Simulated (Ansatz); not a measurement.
We consider BHO₂ (P2₁/c, No. 14; cell taken from a computed entry), described by r²SCAN-D4 in Ansatz (PAW).

Settings: plane-wave cutoff 500 eV, 6×6×6 k mesh, gaussian smearing 0.02 eV, scalar-relativistic PAW data made under PBE.

Cell (relaxed at this level):

```
BHO2
1.0
    6.72101     0.00000    -0.02730
    0.00000     8.85716     0.00000
   -0.48839     0.00000     6.90554
B H O
12 12 24
Cartesian
  3.39464   1.86759   1.62703
  2.83798   6.98957   5.25121
  3.08217   6.29617   1.79844
  3.15045   2.56099   5.07980
  5.53549   1.44332   0.65444
  0.69713   7.41384   6.22380
  0.94132   5.87190   2.77103
  5.29130   2.98526   4.10721
  4.37448   8.47630   1.82395
  1.85814   0.38086   5.05429
  2.10234   4.04772   1.60152
  4.13028   4.80944   5.27672
  5.62765   7.67153   3.37317
  0.60497   1.18563   3.50507
  0.84916   3.24295   0.05230
  5.38346   5.61421   6.82593
 -0.01404   1.16932   6.59399
  6.24666   7.68784   0.28425
  6.00247   5.59790   3.73702
  0.23015   3.25926   3.14122
  4.31263   8.46129   3.96967
  1.91999   0.39587   2.90857
  1.67579   4.03271   6.36134
  4.55683   4.82445   0.51690
  2.40559   2.70808   1.98791
  3.82703   6.14908   4.89032
  4.07123   7.13666   1.43756
  2.16139   1.72050   5.44068
  3.25207   0.53226   1.92534
  2.98055   8.32490   4.95290
  3.22474   4.96084   1.50013
  3.00788   3.89632   5.37811
  4.53418   2.32168   0.99178
  1.69844   6.53548   5.88646
  1.94263   6.75026   2.43369
  4.28999   2.10690   4.44455
  5.42587   0.11802   0.95545
  0.80675   8.73913   5.92279
  1.05095   4.54660   2.47002
  5.18167   4.31056   4.40822
  6.62462   1.91241  -0.02288
 -0.39200   6.94475   6.90112
 -0.14780   6.34099   3.44835
  6.38042   2.51617   3.42989
  5.00495   8.44316   3.25019
  1.22767   0.41400   3.62805
  1.47187   4.01458   0.17528
  4.76075   4.84258   6.70296
```

### Question
Give the computed band gap.

### Answer

- band gap = 7.21 eV (on the SCF k mesh)

Note: the relaxation could not lower the start's symmetry, so the cell can be a saddle point above a distorted one.

Computed values are for the static lattice.

Computing time: roughly 80 core-minutes.

Ansatz is a first-principles code.
